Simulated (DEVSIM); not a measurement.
System: illuminated Si p-on-n cell, one wavelength, with a back-surface field, at 300 K.

| layer (left to right) | material | thickness (μm) | Nd (cm⁻³) | Na (cm⁻³) | τn (s) | τp (s) | absorption coefficient (cm⁻¹) |
|---|---|---|---|---|---|---|---|
| 1 | Si | 0.730 | - | 1.9e18 | 3.1e-6 | 3.6e-7 | 570 |
| 2 | Si | 150 | 4.3e15 | - | 9.6e-6 | 9.6e-6 | 570 |
| 3 | Si | 0.370 | 3.1e18 | - | 9.6e-6 | 9.6e-6 | 570 |

Left contact: ohmic, minority electron recombination velocity 1000 cm/s. Right contact: ohmic, minority hole recombination velocity 20000 cm/s. Voltage is applied to the left contact. Recombination: SRH at mid-gap, radiative, Auger. Light enters at the left, 1.6e17 photons cm⁻² s⁻¹, one pass, no reflection. Mobility is μmin + (μ − μmin)/(1 + (N/Nref)^α).

The device is made up for the run: typed textbook-type constants, with dimensions and the other settings drawn at random. Values at 300 K; Nc and Nv go as T^1.5, mobilities as T to minus their exponent, the gap by Varshni's rule with the affinity fixed.

```csv
parameter,Si
gap (eV),1.124
affinity (eV),4.05
permittivity,11.7
Nc (cm⁻³),2.86e19
Nv (cm⁻³),3.1e19
μn (cm²/Vs),1417
μp (cm²/Vs),470
"μn,min",52
"μp,min",45
"Nref,n",9.7e16
"Nref,p",2.2e17
αn,0.68
αp,0.72
T exponent of μn,2.3
T exponent of μp,2.2
B (cm³/s),4.7e-15
Cn (cm⁶/s),2.8e-31
Cp (cm⁶/s),9.9e-32
Varshni α (eV/K),0.000473
Varshni β (K),636
```

Simulated with DEVSIM: 1D drift-diffusion, Boltzmann statistics, complete ionisation; no tunnelling, impact ionisation, image-force lowering or self-heating.

Base results: dark forward voltage at 1 A/cm² (V) 0.711; share of generated pairs collected at short circuit 0.884; potential step across the device at zero bias (V) 0.994; fill factor 0.82.

Problem. What follows from this one change: doping Nd of layer 3 3.1e+18 → 9.3e+17 cm^-3?

Solution. dark forward voltage at 1 A/cm² little changed (0.708 V); share of generated pairs collected at short circuit little changed (0.883); potential step across the device at zero bias 0.994 → 0.963 V; fill factor little changed (0.82).

Problem. What follows from this one change: temperature 300 → 500 K?

Solution. dark forward voltage at 1 A/cm² 0.711 → 0.328 V; share of generated pairs collected at short circuit 0.884 → 0.845; potential step across the device at zero bias 0.994 → 0.783 V; fill factor 0.82 → 0.40.
